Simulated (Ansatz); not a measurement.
The starting structures come from a database of crystals and need not be the phases stable at ambient conditions.

 Where the default PAW files enter, the runs use the earlier of Ansatz's two default sets.

Given:

```xyz
4
Lattice="4.5062 0.0000 0.0000 0.0000 4.5062 0.0000 0.0000 0.0000 6.3488" Properties=species:S:1:pos:R:3 pbc="T T T"
Al     0.0000     0.0000     0.0000
In     2.2531     2.2531     3.1744
Sb     0.0000     2.2531     1.4816
Sb     2.2531     0.0000     4.8672
```

Space group of this cell: P-4m2. The cell is taken as given.

Method: r2SCAN (plane waves, PAW; Ansatz, a quantum-chemistry and plane-wave program).

The current runs along the normal of the first two printed vectors; no spin-orbit coupling. Scaled by the factor s: both lengths across the current (ions clamped). Meshes 8×8×6 and 8×8 across the current in all rows.

```tsv
s	mean pressure (GPa)	band gap (eV)
0.98	2.1	?
1.00	-0.1	0.94
1.02	-1.9	0.69
```

Q: Take the slope of the band gap against ln s from the two given rows, extrapolate to s = 0.98, and say what the run there gives.

A: Slope = (0.69 − 0.94) / ln 1.02 = -12.6 eV. The line gives 0.94 + (-12.6) × ln 0.98 = 1.20 eV. The run gives 1.02 eV, 0.18 eV under the line, 69 % of the predicted step.
